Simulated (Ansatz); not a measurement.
This Ansatz (an electronic-structure program) input is the reference run, MoSe2 in the 2H-MoS2 type structure (space group P6_3/mmc, No. 194; layered, stacked along the Cartesian z axis), computed with PBE-D3(BJ) in Ansatz (plane waves to 420 eV, PAW, scalar-relativistic without spin-orbit coupling), earlier PAW set:

Ansatz 0.2 input:
```yaml
crystal:
  lattice:
    - [3.2769991131, 0, 0]
    - [-1.6384995566, 2.8379644802, 0]
    - [0, 0, 12.731014781]
  atoms:
    - { symbol: Mo, position: [0.3333333333, 0.6666666667, 0.25] }
    - { symbol: Mo, position: [0.6666666667, 0.3333333333, 0.75] }
    - { symbol: Se, position: [0.3333333333, 0.6666666667, 0.6185175032] }
    - { symbol: Se, position: [0.6666666667, 0.3333333333, 0.1185175032] }
    - { symbol: Se, position: [0.6666666667, 0.3333333333, 0.3814824968] }
    - { symbol: Se, position: [0.3333333333, 0.6666666667, 0.8814824968] }
basis: { ecutwfc: 420, ecutrho_ratio: 4, xc_grid: 2, fft_grid_basis: typed }
kpoints: { mp_grid: { grid: [12, 12, 3] } }
hamiltonian:
  xc: pbe
  dispersion: d3bj
  pseudopotentials: { azcp: { folder: ./paw }, kind: paw }
scf: { occupations: { method: fermi_dirac, width: 0.05 }, convergence: { dr2_threshold: 0.0000000006 } }
output: { forces: true, stress: true }
checkpoint: { write: state.ck, write_every: 1000 }
```

### Question
Write the input for this change: biaxial strain +2.08 %, plane normal [001], relaxed out of plane (Cartesian); in-plane vectors clamped, the third vector and the atoms free.

### Answer
Ansatz 0.2 input:
```yaml
crystal:
  lattice:
    - [3.3451606947, 0, 0]
    - [1.6725803473, 2.8969941413, 0]
    - [0, 0, 12.5986122273]
  atoms:
    - { symbol: Mo, position: [0.3333333333, 0.3333333333, 0.25] }
    - { symbol: Mo, position: [0.6666666667, 0.6666666667, 0.75] }
    - { symbol: Se, position: [0.3333333333, 0.3333333333, 0.6185175032] }
    - { symbol: Se, position: [0.6666666667, 0.6666666667, 0.1185175032] }
    - { symbol: Se, position: [0.6666666667, 0.6666666667, 0.3814824968] }
    - { symbol: Se, position: [0.3333333333, 0.3333333333, 0.8814824968] }
basis: { ecutwfc: 420, ecutrho_ratio: 4, xc_grid: 2, fft_grid_basis: typed }
kpoints: { mp_grid: { grid: [12, 12, 3] } }
hamiltonian:
  xc: pbe
  dispersion: d3bj
  pseudopotentials: { azcp: { folder: ./paw }, kind: paw }
scf: { occupations: { method: fermi_dirac, width: 0.05 } }
relax: { f_tol: 0.005, max_steps: 50, cell: { stress_tol: 0.01, fix: [a, b, gamma] } }
output: { forces: true, stress: true }
checkpoint: { write: state.ck, write_every: 1000 }
```
This is the input that was run; other choices of cell and start would serve too.

Whether these cells are dynamically stable was not tested.
